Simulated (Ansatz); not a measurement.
Reference: KBr (Pm-3m), PBEsol, rigid bands (plane waves, PAW, scalar-relativistic; Ansatz, a program for electronic structure); axes and stresses refer to this cell.

```xyz
2
Lattice="3.9330 0.0000 0.0000 0.0000 3.9330 0.0000 0.0000 0.0000 3.9330" Properties=species:S:1:pos:R:3 pbc="T T T"
K      0.0000     0.0000     0.0000
Br     1.9665     1.9665     1.9665
```

The Seebeck coefficient, n-type 1e19 cm⁻³ is -165 μV/K, the electron conductivity mass is 0.33 mₑ and the band gap is 3.96 eV.

Problem. Change: spin-orbit coupling switched on. What happens to Seebeck coefficient, n-type 1e19 cm⁻³, electron conductivity mass, band gap?

Solution. Seebeck coefficient, n-type 1e19 cm⁻³ moves little, to -165 μV/K; electron conductivity mass moves little, to 0.33 mₑ; band gap moves little, to 3.94 eV.

Masses are for dilute carriers at 300 K, harmonic means over directions unless an axis is named. Seebeck coefficients are for the stated density at 300 K, with one relaxation time for all states and whether or not that doping can be reached. Spin-orbit coupling is left out unless a row names it. 

Computed structure with no diffraction record at hand here (it may be known, metastable or hypothetical): KBr (Pm-3m).
